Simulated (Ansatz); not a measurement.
Consider Be in the hcp (Mg type) structure (space group P6_3/mmc, No. 194; relaxed with 0.1 eV smearing).

```yaml
crystal:
  lattice:
    - [2.26274, 0.00000, 0.00000]
    - [-1.13137, 1.95959, 0.00000]
    - [0.00000, 0.00000, 3.56641]
  atoms:
    - { symbol: Be, position: [0.66667, 0.33333, 0.75000] }
    - { symbol: Be, position: [0.33333, 0.66667, 0.25000] }
```

Cartesian axes are those of the cell as printed.

Level of theory: Ansatz (a quantum-chemistry and plane-wave program) PBE, no spin-orbit coupling.

Strains are applied to the cell and any free atomic positions relax; under biaxial strain the out-of-plane vector relaxes too.

One change was made to it. Results:

The shortest interatomic distance decreases by 0.0214 Å (2.211 Å → 2.189 Å); the pressure (mean of the normal stresses, compression positive) goes from zero to 7.9 GPa.

Which change produced these results?
A. biaxial strain −3.00 %, plane normal [001], relaxed out of plane
B. biaxial strain +0.50 %, plane normal [001], relaxed out of plane
C. biaxial strain −2.50 %, plane normal [001], relaxed out of plane
D. biaxial strain +1.50 %, plane normal [001], relaxed out of plane

A, biaxial strain −3.00 %, plane normal [001], relaxed out of plane. For comparison, the pressure in the other runs: biaxial strain +1.50 %, plane normal [001], relaxed out of plane gives -3.2 GPa; biaxial strain −2.50 %, plane normal [001], relaxed out of plane gives 6.4 GPa; biaxial strain +0.50 %, plane normal [001], relaxed out of plane gives -1.1 GPa.

Stability against distortions was not tested.
